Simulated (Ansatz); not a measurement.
CsCl-type NiAl, treated with rVV10 (PAW; Ansatz, a program for electronic structure).

Settings: plane-wave cutoff 500 eV, 20×20×20 k mesh, Fermi–Dirac smearing 0.1 eV, no spin polarisation, scalar-relativistic PAW data made under PBE.

Computed at the level's own relaxed cell.

Task: Predict the equilibrium volume per atom and lattice constant a.

Result: 
equilibrium volume per atom: 12.18 Å³/atom
lattice constant a: 2.899 Å

Measured, for comparison: equilibrium volume per atom 11.97 Å³/atom, lattice constant a 2.882 Å (extrapolated to 0 K, zero-point anharmonic expansion removed (Haas, Tran, Blaha 2009); as tabulated in Levämäki et al. (2014), arXiv:1402.3671). Computed (rounded) less measured: equilibrium volume per atom +1.8 %, lattice constant a +0.6 %.

The computed numbers hold no vibrational or temperature effects.

It cost roughly 40 core-seconds of CPU time.
